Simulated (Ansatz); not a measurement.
Base system: Mg$_{2}$Ge in the anti-fluorite structure (space group Fm-3m, No. 225).

```yaml
crystal:
  lattice:
    - [0.00000, 3.14325, 3.14325]
    - [3.14325, 0.00000, 3.14325]
    - [3.14325, 3.14325, 0.00000]
  atoms:
    - { symbol: Mg, position: [0.25000, 0.25000, 0.25000] }
    - { symbol: Mg, position: [0.75000, 0.75000, 0.75000] }
    - { symbol: Ge, position: [0.00000, 0.00000, 0.00000] }
```

Cartesian axes are those of the cell as printed.

Level of theory: LDA (Ansatz, a program for electronic structure), no spin-orbit coupling.

Strains are applied to the cell and any free atomic positions relax; under biaxial strain the out-of-plane vector relaxes too.

One change was made to it. Results:

```csv
quantity,base,after
volume per atom,20.70 Å³,20.22 Å³
energy relative to the base (free energy F),0 meV/atom,+4.0 meV/atom
band gap,0.10 eV,zero
"pressure (mean of the normal stresses, compression positive)",0.0 GPa,1.4 GPa
```

### Question
What was done to the base?
A) biaxial strain −1.00 %, plane normal [001], relaxed out of plane
B) biaxial strain −1.50 %, plane normal [001], relaxed out of plane
C) biaxial strain +2.00 %, plane normal [001], relaxed out of plane
D) biaxial strain −2.00 %, plane normal [001], relaxed out of plane

### Answer
B, biaxial strain −1.50 %, plane normal [001], relaxed out of plane. For comparison, the energy relative to the base in the other runs: biaxial strain +2.00 %, plane normal [001], relaxed out of plane gives +6.6 meV/atom; biaxial strain −1.00 %, plane normal [001], relaxed out of plane gives +1.8 meV/atom; biaxial strain −2.00 %, plane normal [001], relaxed out of plane gives +7.2 meV/atom.

Stability against distortions was not tested. The final runs are not spin-polarised. Gaps under 0.05 eV, about the width of the smearing, are given as zero. The zero or small gap of Mg2Ge can change with the level of theory.
